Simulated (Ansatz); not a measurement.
Given:

```xyz
2
Lattice="0.0000 3.5028 3.4853 3.5028 0.0000 3.4853 3.5028 3.5028 0.0000" Properties=species:S:1:pos:R:3 pbc="T T T"
K      0.0000     0.0000     0.0000
I      3.5028     3.5028     3.4853
```

No spin polarisation.

Computed with PBEsol in Ansatz (plane waves to 420 eV, PAW, scalar-relativistic without spin-orbit coupling). Γ-centred 8×8×8 mesh, Fermi–Dirac width 0.05 eV.

Q: Estimate the stress (xx, yy, zz, yz, xz, xy; compression positive).

A: (0.02, 0.02, 0.16, 0.00, 0.00, 0.00) GPa.

Q: What is the computed band gap?

A: 3.88 eV.

Spin-orbit coupling, missing from the scalar runs, can matter with I. The cells carry an imposed strain or load. Stability against distortions was not tested. The cell was made from KI in the rock salt structure (space group Fm-3m, No. 225) by this change: uniaxial strain ε_zz = −0.50 %.

Ansatz is an electronic-structure program.
